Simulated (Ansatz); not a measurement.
The starting structures come from a database of crystals and need not be the phases stable at ambient conditions.

 Where the default PAW files enter, the runs use the earlier of Ansatz's two default sets.

By LDA, the system below comes out a metal.

Consider the following.

```xyz
10
Lattice="3.2968 0.0000 0.0000 0.0000 6.6332 0.0000 0.0000 0.0000 6.6332" Properties=species:S:1:pos:R:3 pbc="T T T"
Si     0.0000     4.2070     0.8904
Si     0.0000     2.4262     5.7428
Si     0.0000     0.8904     2.4262
Si     0.0000     5.7428     4.2070
Mo     0.0000     3.3166     3.3166
Mo     0.0000     0.0000     0.0000
Mo     1.6484     1.0697     4.3863
Mo     1.6484     5.5635     2.2469
Mo     1.6484     4.3863     5.5635
Mo     1.6484     2.2469     1.0697
```

Space group of this cell: P4/mbm. The cell is taken as given; by LDA its mean pressure is -10.9 GPa.

The current flows along the normal of the first two printed cell vectors, the (100) plane of the conventional cell. No spin-orbit coupling; the value is a mean over 0.1 eV about the Fermi level.

**Question.** Give the ballistic conductance per area that LDA (Ansatz, a quantum-chemistry and plane-wave program) yields.

**Answer.** 0.67 × 10¹⁵ S/m² for both spins.
